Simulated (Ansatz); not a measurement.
Start from CdSe in the zinc blende structure (space group F-43m, No. 216; a = 6.133 Å). Axes: x, y, z lie along the cube axes.

Structures relaxed with r2SCAN, PAW, 500 eV (Ansatz, a quantum-chemistry and plane-wave program; no spin-orbit coupling), earlier PAW set.

Base:

Simulated powder pattern, Cu Kα1, λ = 1.54056 Å (kinematic, ideal powder, no thermal factors, no anomalous dispersion; the 14 strongest lines at most, above 2 %, up to 2θ = 90°):

```tsv
2θ (°)	I/Imax (%)	hkl
25.13	100	(111)
29.09	3.2	(200)
41.61	74	(220)
49.23	46	(311)
60.31	12	(400)
66.38	18	(331)
75.94	24	(422)
81.47	14	(511)
```

After one change:

Simulated powder pattern, Cu Kα1, λ = 1.54056 Å (kinematic, ideal powder, no thermal factors, no anomalous dispersion; the 14 strongest lines at most, above 2 %, up to 2θ = 90°):

```json
[
 {"2θ (°)": "25.07", "I/Imax (%)": "100"},
 {"2θ (°)": "41.46", "I/Imax (%)": "50"},
 {"2θ (°)": "41.61", "I/Imax (%)": "25"},
 {"2θ (°)": "48.93", "I/Imax (%)": "16"},
 {"2θ (°)": "49.20", "I/Imax (%)": "31"},
 {"2θ (°)": "59.85", "I/Imax (%)": "4.1"},
 {"2θ (°)": "60.31", "I/Imax (%)": "8.0"},
 {"2θ (°)": "66.14", "I/Imax (%)": "12"},
 {"2θ (°)": "66.35", "I/Imax (%)": "6.1"},
 {"2θ (°)": "75.53", "I/Imax (%)": "8.1"},
 {"2θ (°)": "75.84", "I/Imax (%)": "16"},
 {"2θ (°)": "80.84", "I/Imax (%)": "3.5"},
 {"2θ (°)": "81.25", "I/Imax (%)": "3.4"},
 {"2θ (°)": "81.45", "I/Imax (%)": "6.8"}
]
```

**Question.** Which change produced these results?
A. uniaxial strain ε_zz = +0.70 %
B. uniaxial stress, 0.5 GPa tension along z
C. isotropic strain −0.59 %
D. biaxial strain +3.82 %, plane normal [110], relaxed out of plane

**Answer.** A, uniaxial strain ε_zz = +0.70 %. Its volume per atom is 29.04 Å³ against 28.84 Å³, and its space group is I-4m2 (No. 119).

A biaxial case was relaxed in a doubled cell and then solved in the primitive one. Stability under load was not tested beyond the relaxation.
